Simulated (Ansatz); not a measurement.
**Response to strain in hypothetical rock salt SnC**

The reference is SnC in the rock salt structure (space group Fm-3m, No. 225; a = 4.8015 Å; a hypothetical phase, not in the database extracts checked; relaxed with 0.1 eV smearing). Axes: x, y, z lie along the cube axes.

Strains are applied to the cell and any free atomic positions relax; under biaxial strain the out-of-plane vector relaxes too.

All numbers come from PBE/PAW in Ansatz (a first-principles code), scalar-relativistic without spin-orbit coupling.

Candidates:
(a) biaxial strain −1.33 %, plane normal [001], relaxed out of plane
(b) biaxial strain −0.32 %, plane normal [110], relaxed out of plane
(c) isotropic strain −1.46 %
(d) biaxial strain +2.97 %, plane normal [111], relaxed out of plane

Notes on the quantities. energy relative to the base: free energy F.

Q: Order them by energy relative to the base, lowest first.

A: (b) biaxial strain −0.32 %, plane normal [110], relaxed out of plane (+0.3 meV/atom), (a) biaxial strain −1.33 %, plane normal [001], relaxed out of plane (+4.2 meV/atom), (c) isotropic strain −1.46 % (+11 meV/atom), (d) biaxial strain +2.97 %, plane normal [111], relaxed out of plane (+22 meV/atom)

No phonon test of stability was made. The final runs are not spin-polarised.
